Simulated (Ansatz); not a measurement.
# A computed series for BeTe: pressure series

The reference is BeTe in the zinc blende structure (space group F-43m, No. 216).

```cif
data_BeTe
_chemical_formula_sum 'Te1 Be1'
_space_group_name_H-M_alt 'P 1'
_space_group_IT_number 1
_cell_length_a 4.00006
_cell_length_b 4.00006
_cell_length_c 4.00006
_cell_angle_alpha 60.000
_cell_angle_beta 60.000
_cell_angle_gamma 60.000
loop_
_space_group_symop_operation_xyz
  'x, y, z'
loop_
_atom_site_label
_atom_site_type_symbol
_atom_site_fract_x
_atom_site_fract_y
_atom_site_fract_z
_atom_site_occupancy
Te1 Te 0.75000 0.75000 0.75000 1
Be1 Be 0.00000 0.00000 0.00000 1
```

Cell and atoms are relaxed at each pressure.

Computed with r2SCAN (Ansatz, an electronic-structure program, PAW, without spin-orbit coupling).

Candidates:
(a) pressure 3 GPa
(b) pressure −1 GPa
(c) pressure 50 GPa
(d) pressure 7 GPa
(e) pressure 100 GPa

For the base:

The band gap is 2.38 eV.

Order them by band gap, highest first.

(b) pressure −1 GPa (2.42 eV), (a) pressure 3 GPa (2.26 eV), (d) pressure 7 GPa (2.12 eV), (c) pressure 50 GPa (1.11 eV), (e) pressure 100 GPa (0.37 eV)

With Te present, leaving out spin-orbit coupling can change the band edges. Load acts through the strain it causes; cell and atoms are relaxed under it. Whether these cells are dynamically stable was not tested. No other phases were tried under pressure.
